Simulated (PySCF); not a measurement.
PySCF 2.14.0, HF/def2-svpd, df: Zn(SH)(fmdH) ([SH][Zn]1[NH]C=[NH]->1), 9 atoms. The geometry is a generated start, not checked to be a minimum at this level.

```json
{
 "task": "energy",
 "method": "hf",
 "basis": "def2-svpd",
 "two_electron_scheme": "density fitting",
 "mol.max_memory": "3000 MB",
 "mf.max_cycle": "100",
 "mf.init_guess": "minao (default)",
 "mf.DIIS": "CDIIS (default)",
 "mf.diis_space": "8 (default)",
 "mf.conv_tol": "1e-09 (default)",
 "basis_functions": "153"
}
```

```xyz
9

Zn     0.1457     0.5787    -0.8011
S      0.3382     2.1219    -2.4329
H     -0.3078     3.0659    -1.7663
C     -0.0352    -1.0257     0.9034
N      0.3567    -1.3401    -0.3013
N     -0.3287     0.2264     1.1236
H     -0.1176    -1.7777     1.6905
H      0.5733    -2.3108    -0.4739
H     -0.6247     0.4614     2.0581
```

Charge 0 and multiplicity 1 are set for this test and not shown to be the ground state.

One run each on 2 threads, 1 BLAS thread. Values of level_shift (Hartree) tried: 0 (default), 0.1, 0.3, 1.

Q: Predict the course of the Fock builds along this series.

A: Fewest Fock builds, within one of each other: 0 (default) with 13, 0.1 with 14. The count rises to 28 at 1. All converge to one solution.

```tsv
level_shift (Hartree)	Fock builds	end
0 (default)	13	same solution
0.1	14	same solution
0.3	17	same solution
1	28	same solution
```
